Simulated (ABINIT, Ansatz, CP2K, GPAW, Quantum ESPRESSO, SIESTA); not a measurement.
## Code comparison for SnTe (Fm-3m, 2 atoms in the cell)

Self-consistent single point.

```
SnTe
1.0
    0.00000     3.12401     3.12401
    3.12401     0.00000     3.12401
    3.12401     3.12401     0.00000
Sn Te
1 1
Direct
  0.00000   0.00000   0.00000
  0.50000   0.50000   0.50000
```

All programs got the same cell, k-point mesh and kind of occupations (in Ansatz's words: kpoints.mp_grid.grid = 6 6 6; scf.occupations.method = gaussian; scf.occupations.width = 0.01 Ry); potentials, basis and cutoffs are each program's usual ones.

```json
[
 {"code": "Ansatz", "model": "PBE, default PAW files", "pressure (GPa)": "3.64", "k-points": "16", "cutoff": "30.9 Ry"},
 {"code": "Quantum ESPRESSO", "model": "PBE, SSSP 1.1.2 efficiency (PBE) pseudopotentials", "pressure (GPa)": "3.54", "k-points": "16", "cutoff": "40 Ry"},
 {"code": "ABINIT", "model": "PBE, norm-conserving pseudopotentials (PseudoDojo nc-sr-05 PBE standard)", "pressure (GPa)": "3.59", "k-points": "16", "cutoff": "41 Ha"},
 {"code": "CP2K", "model": "PBE, GPW, DZVP-MOLOPT-SR-GTH basis, GTH-PBE potentials (GTH_POTENTIALS)", "pressure (GPa)": "4.57", "k-points": "112", "cutoff": "grid 400 Ry"},
 {"code": "GPAW", "model": "PBE, GPAW PAW datasets PBE (gpaw-data 1.0.1)", "pressure (GPa)": "3.37", "k-points": "16", "cutoff": "600 eV"},
 {"code": "SIESTA", "model": "GGA PBE, numerical atomic orbitals DZP, PseudoDojo PBE standard norm-conserving potentials (rewritten from UPF to PSML)", "pressure (GPa)": "4.69", "k-points": "132", "cutoff": "grid 400 Ry"}
]
```

The spread over the programs that give each value: pressure within 1.32 GPa.

The starting cell comes from a database of computed structures (which also holds hypothetical and non-ambient phases and stackings), without a prior relaxation at this level. Its lattice was rescaled by a random factor within 2.5 % of one. On Ansatz's run: Spin-orbit coupling is off. In the base run, with a pressure of about 4 GPa the cell is away from its equilibrium volume at this level. A gap is left out here, as mesh or smearing make it unsure.

Problem. Why do the programs differ, and what cannot be compared?

Solution. Differences of this kind can come from the potentials, where these differ, and from what each basis and cutoff leave unconverged. The valence holds different numbers of electrons (Ansatz (a quantum-chemistry and plane-wave program) 30, Quantum ESPRESSO 20, ABINIT 30, CP2K 10, GPAW 20, SIESTA 30). The zero of total energies and Fermi levels follows the potentials and each program's conventions, so they are not compared here. CP2K and SIESTA use small atom-centred bases, whose incompleteness enters pressures, forces and empty levels differently from a plane-wave cutoff. Ansatz's pressure is given at a fixed set of plane waves, as the other plane-wave codes print theirs; with its correction for the finite basis it is 3.67 GPa. Ansatz's smearing width was typed in Ry to four decimals, so it matches the others to a few per cent. The programs reduce the same mesh by symmetry to different extents, which changes the work and not the result. In the pressure, CP2K (by 1.01) and SIESTA (by 1.13) lie more than 1 GPa from the median of the plane-wave programs.

Left out of this page: Elk and FLEUR (not drawn, or without a comparable value).

Keys are those of Ansatz 0.2.
